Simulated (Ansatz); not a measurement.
# Phonon-limited transport in Zr2PbC (P6_3/mmc)

Consider the following.

```yaml
crystal:
  lattice:
    - [3.37221, 0.00000, 0.00000]
    - [-1.68611, 2.92042, 0.00000]
    - [0.00000, 0.00000, 14.72626]
  atoms:
    - { symbol: Zr, position: [0.66667, 0.33333, 0.91709] }
    - { symbol: Zr, position: [0.33333, 0.66667, 0.08291] }
    - { symbol: Zr, position: [0.33333, 0.66667, 0.41709] }
    - { symbol: Zr, position: [0.66667, 0.33333, 0.58291] }
    - { symbol: Pb, position: [0.66667, 0.33333, 0.25000] }
    - { symbol: Pb, position: [0.33333, 0.66667, 0.75000] }
    - { symbol: C, position: [0.00000, 0.00000, 0.00000] }
    - { symbol: C, position: [0.00000, 0.00000, 0.50000] }
```

The numbers are results of PBEsol, DFPT electron-phonon coupling, linearised Boltzmann equation (plane waves, PAW, scalar-relativistic; Ansatz, a quantum-chemistry and plane-wave program), not measurements. How the cell was made: relaxed with this functional, without spin-orbit coupling.

| Quantity | Value |
|---|---|
| resistivity at 300 K | 14.4 (x), 14.4 (y), 41 (z) μΩ·cm |
| density of states at the Fermi level | 1.71 states/(eV·spin·cell) |
| Drude plasma energy | 5.4 (x), 5.4 (y), 3.2 (z) eV |

A metal at this level (no band gap). Only scattering by harmonic phonons is included (no impurities, grain boundaries, electron-electron scattering or thermal expansion). Spin-orbit coupling is left out, which matters with elements this heavy. Halving the electron mesh (28x28x8) moves the resistivity by up to 8 % at 300 K. Smearing 0.20 eV; phonons on a 5x5x1 q mesh, which this run doesn't test and which matters most at low temperature.

Computed structure with no diffraction record at hand here (it may be known, metastable or hypothetical): Zr2PbC (P6_3/mmc).
